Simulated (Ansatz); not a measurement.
## HfS2: response to strain

The reference is HfS₂ in the CdI2 type structure (space group P-3m1, No. 164; layered, stacked along the Cartesian z axis).

```xyz
3
Lattice="3.6057 0.0000 0.0000 -1.8028 3.1226 0.0000 0.0000 0.0000 5.7676" Properties=species:S:1:pos:R:3 pbc="T T T"
Hf     0.0000     0.0000     0.0000
S      0.0000     2.0817     1.4564
S      1.8028     1.0409     4.3112
```

Cartesian axes are those of the cell as printed.

Strains are applied to the cell and any free atomic positions relax; under biaxial strain the out-of-plane vector relaxes too.

The values are results of Ansatz (an electronic-structure program), PBE-D3(BJ), PAW, cutoff 420 eV, no spin-orbit coupling, not measurements.

Notes on the quantities. in-plane stress: mean in-plane stress (compression positive).

| change | shortest interatomic distance | in-plane stress | band gap |
|---|---|---|---|
| base | 2.541 Å | – | 0.85 eV |
| biaxial strain −3.00 %, plane normal [001], relaxed out of plane | 2.518 Å | +5.6 GPa | 0.55 eV |
| biaxial strain −2.50 %, plane normal [001], relaxed out of plane | 2.522 Å | +4.6 GPa | 0.63 eV |
| biaxial strain −2.00 %, plane normal [001], relaxed out of plane | 2.525 Å | +3.6 GPa | 0.72 eV |
| biaxial strain −0.50 %, plane normal [001], relaxed out of plane | 2.537 Å | +0.9 GPa | 0.82 eV |
| biaxial strain +1.00 %, plane normal [001], relaxed out of plane | 2.548 Å | -1.6 GPa | 0.91 eV |
| biaxial strain +1.50 %, plane normal [001], relaxed out of plane | 2.552 Å | -2.4 GPa | 0.93 eV |
| biaxial strain +2.00 %, plane normal [001], relaxed out of plane | 2.556 Å | -3.1 GPa | 0.96 eV |
| biaxial strain +2.50 %, plane normal [001], relaxed out of plane | 2.560 Å | -3.8 GPa | 0.98 eV |
| biaxial strain +3.00 %, plane normal [001], relaxed out of plane | 2.564 Å | -4.5 GPa | 1.01 eV |

Spin-orbit coupling, missing from the scalar runs, can matter with Hf. Whether these cells are dynamically stable was not tested.
